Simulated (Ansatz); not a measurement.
InP: pressure series

The parent structure is InP in the zinc blende structure (space group F-43m, No. 216; a = 5.8784 Å).

Cell and atoms are relaxed at each pressure.

Level of theory: PBEsol (Ansatz, a program for electronic structure; PAW; 420 eV plane waves; spin-orbit coupling left out).

Two rows of this table had their results exchanged by mistake.

```tsv
pressure	volume per atom (Å³)	shortest distance (Å)	band gap
pressure −2 GPa	26.23	2.573	0.40 eV
pressure −1 GPa	25.79	2.559	0.49 eV
pressure 0.9 GPa	25.06	2.534	0.64 eV
pressure 2.1 GPa	24.66	2.521	0.73 eV
pressure 4.5 GPa	23.94	2.496	0.88 eV
pressure 9 GPa	22.85	2.457	1.13 eV
pressure 15 GPa	19.71	2.339	1.11 eV
pressure 22.5 GPa	20.60	2.374	1.22 eV
pressure 30 GPa	21.71	2.416	1.34 eV
```

**Question.** Which two?

**Answer.** The rows for pressure 15 GPa and pressure 30 GPa: the volume has to fall steadily with pressure, so 21.71 Å³ belongs to pressure 15 GPa and 19.71 Å³ to pressure 30 GPa.

Load acts through the strain it causes; cell and atoms are relaxed under it. No phonon test of stability was made. Measured, InP leaves this structure (for rock salt) near 9.8 GPa (temperature not stated; as listed in Datta, Sujoy, Jana, Debnarayan, arXiv (2020)).
